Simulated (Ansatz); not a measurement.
The reference is TaN in the rock salt structure (space group Fm-3m, No. 225; a = 4.375 Å; relaxed with 0.1 eV smearing).

All numbers come from plane-wave PAW DFT at the PBEsol level (Ansatz, a first-principles code, 420 eV), no spin-orbit coupling, earlier PAW set.

Before the change:

* **Pressure**: 0.0 GPa
* **Band gap**: zero

The change: the cell is scaled by 0.9753 in all directions; the atoms relax in the strained cell.

Problem. Predict the new pressure.

Solution. The pressure goes from zero to 31.6 GPa.

Problem. How does this affect the energy relative to the base?

Solution. The energy increases by 70 meV/atom.

Problem. Predict the new band gap.

Solution. The band gap stays zero.

No phonon test of stability was made. The final runs are not spin-polarised. This is not the structure that TaN has at room temperature and ambient pressure.
